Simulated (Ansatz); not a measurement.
Output of an Ansatz run (abridged):

```
WARN ansatz: RAYON_NUM_THREADS=1 ignored (pool sized by the plan → 1); use --threads N
Pseudopotentials: kind: paw
Pseudopotential: Mg, paw, valence charge 10
Pseudopotential: Tl, paw, valence charge 13
Crystal: 2 atoms, lattice volume = 47.423 Å³
Basis set: ecut = 420.4159175005146 eV, 925 PW (Γ)
Bands: 16, of which v1, the nominal top of the filled ones, is band 12 counted from 1 (11 counted from 0)
Symmetry: 48 space group operations
Space group: Pm-3m (ITA 221), of the structure as read, at distance tolerance 3.6e-5 Å
k-points: 35 of 729
PAW frozen core: Mg, regenerated for the run's functional, and the local potential with it
PAW frozen core: Tl, regenerated for the run's functional, and the local potential with it
Initial density: superposition of atomic densities (neutral atoms: chi_scale 0, normalization atom), corrected by the library's trained network
Initial wavefunctions: pseudopotential atomic-orbital guess
Eigensolver: davidson
Functional: x = slater, c = lda
SCF iter   1: F=—  HF=-13048.421091 eV  |F-HF|=—  |Δ(HF+E_count)|=         —  Δρ=6.41e-3  dr2=1.54e-2  ethr=1.77e-3  ⟨swp⟩=5.4  Hψ=2798  notcnv=0
all-band conjugate gradients solve this SCF's bands
preconditioner: auto → none
SCF iter   2: F=—  HF=-13048.410917 eV  |F-HF|=—  |Δ(HF+E_count)|=   1.02e-2  Δρ=1.65e-3  dr2=8.44e-4  ethr=6.69e-5  ⟨swp⟩=2.0  Hψ=1375  notcnv=0  defer=13
SCF iter   3: F=—  HF=-13048.410568 eV  |F-HF|=—  |Δ(HF+E_count)|=   3.49e-4  Δρ=2.61e-4  dr2=5.07e-5  ethr=3.67e-6  ⟨swp⟩=2.0  Hψ=918  notcnv=0  defer=13
SCF iter   4: F=—  HF=-13048.410556 eV  |F-HF|=—  |Δ(HF+E_count)|=   1.24e-5  Δρ=1.23e-4  dr2=5.45e-6  ethr=2.21e-7  ⟨swp⟩=2.1  Hψ=798  notcnv=0  defer=13
SCF iter   5: F=—  HF=-13048.410557 eV  |F-HF|=—  |Δ(HF+E_count)|=   1.16e-6  Δρ=1.28e-5  dr2=1.39e-7  ethr=2.37e-8  ⟨swp⟩=1.0  Hψ=540  notcnv=0  defer=13
SCF iter   6: F=-13048.410557 eV  HF=-13048.410557 eV  |F-HF|=3.83e-9  |Δ(HF+E_count)|=   6.34e-8  Δρ=2.69e-6  dr2=5.08e-9  ethr=4.35e-10  ⟨swp⟩=6.0  Hψ=2076  notcnv=0
SCF 1 converged in 6 iterations: F = -13048.410557 eV  dr2 = 5.08e-9
SCF converged after 6 iterations
Free energy (F): -13048.410557 eV
Harris-Foulkes:  -13048.410557 eV  (|F-HF|=3.83e-9)
Internal energy: -13048.404887 eV  (E = F + TS)
E sigma→0 (E₀):  -13048.407722 eV
Entropy (-TS):   -0.005670 eV (-2.835 meV/atom)
Fermi energy:    9.218543 eV
--- Per-component energies (eV) ---
  E_band       = -336.804984
  E_kinetic    = 409.986330
  E_local      = -2411.625270  (includes V_loc(G=0)·N_el)
  E_nonlocal   = 417.325292
  E_hartree    = 866.753764
  E_xc         = -257.800629
  E_vxc        = -180.711335  (∫ρ·V_xc dr)
  E_paw        = -10140.157873  (= ΣΔE_a)
  E_vpaw       = -305.288605  (= ΣTr[D̂ρ^β])
  E_aug_tail   = 0.000035  (compensation charges beyond the density's cutoff)
  E_ewald      = -1932.895453
  E_core_change = 0.008919  (= ΣΔE_core)
  E_smearing   = -0.005670  (= −TS)
  E_closure    = -0.000000  (closes the sum)
  Σ components = -13048.410557   (vs F -13048.410557, Δ=0.00e0)
--- Forces (eV/Å), atoms counted from 1 ---
  atom   1  Mg    -0.00000000     0.00000000     0.00000000
  atom   2  Tl     0.00000000     0.00000000     0.00000000
  max |Σ_I F_I| component: 2.31e-29 eV/Å
--- Stress (GPa, compression-positive) ---
       -1.976796      -0.000000       0.000000
       -0.000000      -1.976796       0.000000
        0.000000       0.000000      -1.976796
  P = ⅓ Tr σ = -1.9768 GPa (-19.768 kbar)
  The stress holds the Pulay correction. Without it, at fixed plane waves, as pw.x and ABINIT print it: P = -2.0021 GPa
--- Band table (eV; the first three rows and the last of 35) ---
  k-point 0: bands = ["-66.7923", "-34.2167", "-34.2167", "-34.2167", "-2.5970", "-2.5970", "-2.2309", "-2.2309", "-2.2309", "-0.5243", "11.5813", "11.5813", "11.5813", "12.5724", "14.5510", "14.5510"]
  k-point 1: bands = ["-66.7923", "-34.2172", "-34.2167", "-34.2167", "-2.5928", "-2.5616", "-2.2470", "-2.2470", "-2.2292", "-0.3787", "9.8805", "11.7465", "11.7465", "13.2583", "14.6138", "15.8939"]
  k-point 2: bands = ["-66.7923", "-34.2183", "-34.2166", "-34.2166", "-2.5823", "-2.4771", "-2.2872", "-2.2872", "-2.2248", "0.0613", "7.7565", "12.2228", "12.2228", "13.7263", "14.7928", "18.5249"]
  k-point 34: bands = ["-66.7919", "-34.2197", "-34.2197", "-34.2197", "-2.5407", "-2.5366", "-2.5366", "-2.0403", "-2.0403", "5.0794", "8.6924", "8.8171", "8.8171", "10.9000", "11.5676", "11.5676"]
```

The structure:

```xyz
2
Lattice="3.6196 0.0000 0.0000 0.0000 3.6196 0.0000 0.0000 0.0000 3.6196" Properties=species:S:1:pos:R:3 pbc="T T T"
Mg     0.0000     0.0000     0.0000
Tl     1.8098     1.8098     1.8098
```

Task: What input produced this log?

Result: Other spellings and defaults could give the same log, and not every line can be read from it. The input that was run (DFT, LDA (PW92), plane waves, default PAW files made with PBE):

Ansatz 0.2 input:
```yaml
crystal:
  lattice:
    - [3.619611, 0.000000, 0.000000]
    - [0.000000, 3.619611, 0.000000]
    - [0.000000, 0.000000, 3.619611]
  atoms:
    - { symbol: Mg, position: [0.000000, 0.000000, 0.000000] }
    - { symbol: Tl, position: [0.500000, 0.500000, 0.500000] }
basis:
  ecutwfc: 30.9 Ry
kpoints:
  mp_grid: { grid: [9, 9, 9] }
hamiltonian:
  xc: lda
  pseudopotentials: { kind: paw }
scf:
  occupations: { method: gaussian, width: 0.0073 Ry }
output:
  forces: true
  eigenvalues: true
  stress: true
```

The starting cell comes from a database of computed structures (which also holds hypothetical and non-ambient phases and stackings), without a prior relaxation at this level. Its lattice was rescaled by up to half a per cent. Spin-orbit coupling is off. Ansatz's pressure includes its estimate of the finite-basis (Pulay) stress.

Ansatz is an electronic-structure program.
